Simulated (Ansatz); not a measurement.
A hypothetical phase is included: elements placed on a structure type, which no database files for this compound.

By PBEsol, the system below comes out a metal.

The ballistic (Sharvin) conductance counts the channels at the Fermi level: G/A = (e²/h) × channels of both spins per area.

Input:

```
Li
1.0
    3.92846     0.00000     0.00000
   -1.96423     3.40215     0.00000
    1.96423     1.13405     3.20758
Li
2
Direct
  0.50000   0.25000   0.25000
  0.00000   0.50000   0.50000
```

The cell was relaxed by PBE-D3(BJ); by PBEsol it stands under a pressure of 1.2 GPa.

The current flows along the normal of the first two printed cell vectors, the (111) plane of the conventional cell. No spin-orbit coupling; the value is a mean over 0.1 eV about the Fermi level.

Estimate the ballistic conductance per area that PBEsol in Ansatz (a quantum-chemistry and plane-wave program) returns for this system.

0.39 × 10¹⁵ S/m² for both spins.
